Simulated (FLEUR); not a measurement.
Band structure of Mg2Cu (Ibam, 6 atoms in the cell).

```
CELL_PARAMETERS angstrom
     -3.19527     3.20147     2.59491
      3.19527    -3.20147     2.59491
      3.19527     3.20147    -2.59491
ATOMIC_POSITIONS crystal
  Mg 0.66795 0.83211 0.50006
  Mg 0.33205 0.16789 0.49994
  Mg 0.83205 0.33211 0.16416
  Mg 0.16795 0.66789 0.83584
  Cu 0.75000 0.75000 0.00000
  Cu 0.25000 0.25000 0.00000
```

Method of the run: PBEsol, all-electron FLAPW (FLEUR), scalar-relativistic valence run with FLEUR.

Settings: Kmax = 4 1/bohr; GmaxXC = 16 1/bohr; xcFunctional = PBEs; jspins = 1; l_soc = F; mode = hist; fermiSmearingEnergy = 0.00367493 Htr; mesh (inpgen div1-3) = 5 5 5; inpgen gamma flag = false; Gmax = 16 1/bohr; numbands = 0; maxIterBroyd = 99; imix = Anderson; alpha = 0.05.

The starting cell comes from a database of computed structures (which also holds hypothetical and non-ambient phases and stackings), without a prior relaxation at this level. Spin polarisation is off. Values depend on the basis (sphere radii, cutoffs, local orbitals), which need not be converged.

Levels in eV from the Fermi level, bands 28 to 35:
```
point     28     29     30     31     32    33    34    35
-----  -----  -----  -----  -----  -----  ----  ----  ----
Γ      -0.82  -0.81  -0.21  -0.02   0.72  0.73  0.99  1.63
X      -2.57  -2.57  -2.57  -1.99   0.36  3.11  3.15  3.16
L      -2.57  -2.57  -2.57  -1.99   0.36  3.10  3.15  3.16
T      -3.22  -1.56  -1.56  -0.99  -0.99  2.09  2.09  5.37
W      -3.15  -2.72  -2.72   2.03   2.03  2.70  2.70  3.11
R      -3.22  -1.55  -1.55  -0.98  -0.98  2.06  2.06  5.35
X1     -2.57  -2.57  -2.57  -1.99   0.36  3.11  3.15  3.16
Z      -2.61  -2.61  -2.11  -2.06  -0.92  3.98  3.98  4.18
Y      -2.61  -2.61  -2.11  -2.06  -0.92  3.98  3.98  4.18
S      -2.61  -0.93  -0.57   0.17   0.29  0.90  1.81  2.47
```
